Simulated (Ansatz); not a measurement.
## SiGe (model structure, I-4m2, No. 119, 10 atoms in the cell)

Method: PBEsol (plane waves, PAW; Ansatz, a first-principles code).

Settings: plane-wave cutoff 520 eV, 12×12×12 k mesh, Fermi–Dirac smearing 0.01 eV, scalar-relativistic PAW data made under PBE.

Cell (relaxed with PBEsol):

GeSi has the tetragonal space group I-4m2 (No. 119), Pearson symbol tI20. Cell: a = 3.9215 Å, b = 3.9215 Å, c = 27.7497 Å, α = 90.00°, β = 90.00°, γ = 90.00°. Si1 on 4e sees 2 Si at 2.370 Å and 2 Ge at 2.400 Å (tetrahedral). Si2 on 4f is surrounded by 4 Si at 2.370–2.373 Å (tetrahedral). Si3 on 2b is surrounded by 4 Si at 2.373 Å (tetrahedral). Ge1 on 4f has 2 Si at 2.400 Å and 2 Ge at 2.436 Å (tetrahedral). Ge2 on 4e sees 4 Ge at 2.433–2.436 Å (tetrahedral). Ge3 on 2d sees 4 Ge at 2.433 Å (tetrahedral). (Neighbours: up to the widest gap in distance over summed covalent radii, below 1.35, at either atom.)
(The calculation used a cell of 10 atoms; values per cell refer to that cell.)

```json
{
 "band_gap": "0.23 eV (direct)"
}
```

Note: the relaxation could raise the start's symmetry but not lower it, so the cell can be a saddle point.

Spin–orbit coupling is not included.

Computed values are for the static lattice.

The result took roughly 6 core-minutes.

A model structure was made by putting elements into a prototype or built by hand; it is no filed structure, need not be a known phase, and can be a saddle point held by its symmetry.
